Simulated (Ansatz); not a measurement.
Ansatz (an electronic-structure program) run on TePd (P3_221, 6 atoms in the cell): self-consistent single point.

Method: PBEsol-D3BJ, default PAW files made with PBE (plane waves; Ansatz).

```
CELL_PARAMETERS angstrom
      4.46848     0.00000     0.00000
     -2.23424     3.86982     0.00000
      0.00000     0.00000    10.23708
ATOMIC_POSITIONS crystal
  Pd 0.71980 0.00000 0.66667
  Pd 0.00000 0.71980 0.33333
  Pd 0.28020 0.28020 0.00000
  Te 0.48890 0.00000 0.16667
  Te 0.00000 0.48890 0.83333
  Te 0.51110 0.51110 0.50000
```

Reference input (self-consistent single point, DFT, PBEsol, plane waves, default PAW files made with PBE): basis.ecutwfc = 30.9 Ry; kpoints.mp_grid.grid = 5 5 2; hamiltonian.xc = pbesol; hamiltonian.pseudopotentials = {kind: paw} (the program's default PAW files); scf.occupations.method = cold; scf.occupations.width = 0.0073 Ry. This run's input differs from it in these lines:

```diff
@@ -19,2 +19,3 @@
   xc: pbesol
+  dispersion: d3bj
   pseudopotentials:
```

Output, abridged:

```
SCF iter   1: F=—  HF=-41424.832062 eV  |F-HF|=—  |Δ(HF+E_count)|=         —  Δρ=4.54e-3  dr2=2.86e-2  ethr=1.77e-3  ⟨swp⟩=6.5  Hψ=2446  notcnv=0  defer=6
all-band conjugate gradients solve this SCF's bands
preconditioner: auto → LDOS
SCF iter   2: F=—  HF=-41424.828645 eV  |F-HF|=—  |Δ(HF+E_count)|=   3.42e-3  S|Δr|=    0.00e0  Δρ=2.65e-3  dr2=7.90e-3  ethr=2.80e-5  ⟨swp⟩=2.3  Hψ=1218  notcnv=0  defer=15
   [... lines left out ...]
SCF iter   5: F=—  HF=-41424.826056 eV  |F-HF|=—  |Δ(HF+E_count)|=   2.64e-5  S|Δr|=    0.00e0  Δρ=4.13e-5  dr2=2.97e-6  ethr=3.26e-8  ⟨swp⟩=2.0  Hψ=977  notcnv=0  defer=15
SCF iter   6: F=—  HF=-41424.826056 eV  |F-HF|=—  |Δ(HF+E_count)|=   6.35e-9  S|Δr|=    0.00e0  Δρ=1.52e-5  dr2=4.55e-7  ethr=2.91e-9  ⟨swp⟩=2.0  Hψ=974  notcnv=0  defer=15
SCF iter   7: F=-41424.826056 eV  HF=-41424.826056 eV  |F-HF|=3.93e-8  |Δ(HF+E_count)|=   6.65e-8  S|Δr|=    0.00e0  Δρ=4.28e-6  dr2=5.16e-8  ethr=9.80e-11  ⟨swp⟩=11.3  Hψ=2945  notcnv=0
SCF 1 converged in 7 iterations: F = -41424.826056 eV  dr2 = 5.16e-8
Stability not checked (fill_not_monotonic)
Free energy (F): -41424.826056 eV
Internal energy: -41424.820015 eV  (E = F + TS)
E sigma→0 (E₀):  -41424.824042 eV
Entropy (-TS):   -0.006041 eV (-1.007 meV/atom)
Fermi energy:    8.537960 eV
--- Forces (eV/Å), atoms counted from 1 ---
  atom   1  Pd    -0.34187162     0.00000002     0.00000000
  atom   2  Pd     0.17093579    -0.29606952    -0.00000000
  atom   3  Pd     0.17093583     0.29606949     0.00000000
  atom   4  Te     0.80101376    -0.00000005    -0.00000000
  atom   5  Te    -0.40050683     0.69369829    -0.00000000
  atom   6  Te    -0.40050692    -0.69369824     0.00000000
--- Stress (GPa, compression-positive) ---
       -9.989242       0.000000       0.000000
        0.000000      -9.989242       0.000000
        0.000000       0.000000      -8.736830
  P = ⅓ Tr σ = -9.5718 GPa (-95.718 kbar)
  The stress holds the Pulay correction. Without it, at fixed plane waves, as pw.x and ABINIT print it: P = -9.5988 GPa
```

The run converged in 7 iterations. Against the reference run the pressure goes from -7.42 to -9.57 GPa and the largest force hardly changes (0.809 to 0.801 eV/Å).

The starting cell was generated: these elements placed on a structure prototype, without a prior relaxation; it need not be a known phase or ordering of this composition. Spin-orbit coupling is off. Spin polarisation is off. With a pressure of about -10 GPa the cell is away from its equilibrium volume at this level. Ansatz's pressure includes its estimate of the finite-basis (Pulay) stress.

Keys are those of Ansatz 0.2.
